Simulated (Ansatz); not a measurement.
SnO$_{2}$ (P4_2/mnm) under biaxial stress in the c plane (compression positive): hole mass along z by r2SCAN, rigid bands (plane waves, PAW, scalar-relativistic; Ansatz, a quantum-chemistry and plane-wave program). The unloaded cell, whose axes the loads refer to:

```xyz
6
Lattice="4.7691 0.0000 0.0000 0.0000 4.7691 0.0000 0.0000 0.0000 3.2120" Properties=species:S:1:pos:R:3 pbc="T T T"
Sn     0.0000     0.0000     0.0000
Sn     2.3846     2.3846     1.6060
O      1.4607     1.4607     0.0000
O      3.3085     3.3085     0.0000
O      3.8452     0.9239     1.6060
O      0.9239     3.8452     1.6060
```

| biaxial stress in the c plane (compression positive) (GPa) | volume per atom (Å³) | hole mass along z (mₑ) |
|---|---|---|
| -6 | 12.55 | ? |
| -4 | 12.41 | 2.13 |
| -2 | 12.29 | 2.04 |
| 0 | 12.18 | 1.96 |
| 2 | 12.07 | 1.89 |
| 4 | 11.97 | 1.83 |
| 6 | 11.88 | 1.77 |

Problem. Fit a straight line to ln(hole mass along z) against the load over the rows given, and predict the row at -6 GPa.

Solution. The means are x̄ = 1.000 GPa and ȳ = 0.6590; Σ(x − x̄)(y − ȳ) = -1.288 and Σ(x − x̄)² = 70.00, so the slope is -1.84 % per GPa, and the rows given lie within 0.51 % of the line. At -6 GPa the line gives 2.20 mₑ; the calculation gives 2.24 mₑ, 1.9 % from it.

Masses are for dilute carriers at 300 K, harmonic means over directions unless an axis is named. Spin-orbit coupling is left out. Stresses and pressures are the targets of the relaxation. The structure type is held at every load. Geometry: cell and atoms relaxed with PBEsol.
